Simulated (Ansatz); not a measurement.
Base system: Pd in the fcc (Cu type) structure (space group Fm-3m, No. 225).

```yaml
crystal:
  lattice:
    - [0.00000, 1.93760, 1.93760]
    - [1.93760, 0.00000, 1.93760]
    - [1.93760, 1.93760, 0.00000]
  atoms:
    - { symbol: Pd, position: [0.00000, 0.00000, 0.00000] }
```

Calculations: Ansatz (a first-principles code) PBEsol, no spin-orbit coupling.

Base values:

The largest site moment is 0.00 μB and the lattice parameter a comes out as 3.875 Å.

The change: Ni takes the place of Pd on all its sites; the structure is relaxed again.

What does the calculation give for the largest site moment after the change?

The largest site moment goes from zero to 0.65 μB.

What does the calculation give for the lattice parameter a after the change?

The lattice parameter a drops by 0.412 Å, from 3.875 Å to 3.463 Å.

The magnetic state is the one reached from the starting moments; the real material's order can differ, and small cells can't hold many antiferromagnetic ones. Whether these cells are dynamically stable was not tested. Spin-polarised in the final run: Ni; the other runs are not.
